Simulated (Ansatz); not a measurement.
# Bi₂S₃ (model structure, started from the A-La2O3 type, P-3m1, No. 164, 5 atoms in the cell)

Computed with LDA (PAW; Ansatz, an electronic-structure program).

Numerical settings: plane-wave cutoff 520 eV, 12×12×6 k mesh (along the axes of the cell as run), Fermi–Dirac smearing 0.01 eV, scalar-relativistic PAW data made under PBE.

Cell (relaxed at this level):

Bi$_{2}$S$_{3}$ is taken in the trigonal space group P-3m1 (No. 164), Pearson symbol hP5. Cell: a = b = 3.9690 Å, c = 9.2387 Å, α = β = 90.00°, γ = 120.00°. Bi on 2d is coordinated by 3 S at 2.704 Å and 3 S at 2.934 Å (octahedral). S1 on 1a sees 6 Bi at 2.934 Å (octahedral). S2 on 2d is coordinated by 3 Bi at 2.704 Å (trigonal pyramidal). (Neighbours: up to the widest gap in distance over summed covalent radii, below 1.35, at either atom; cation-cation and far metal-metal contacts left out.)

```json
{
 "band_gap": "0.53 eV (on the SCF k mesh)",
 "bulk modulus B0": "35.2 GPa"
}
```

Note: the bulk modulus is −V dP/dV from two relaxed cells at ±2 % in volume; the relaxation could raise the start's symmetry but not lower it, so the cell can be a saddle point.

Spin–orbit coupling is not included; with these elements it can move the gap by several tenths of an eV or more.

Static lattice: no zero-point or thermal effects.

The result took about 3 core-minutes (a rough figure).

A model structure was made by putting elements into a prototype or built by hand; it is no filed structure, need not be a known phase, and can be a saddle point held by its symmetry.
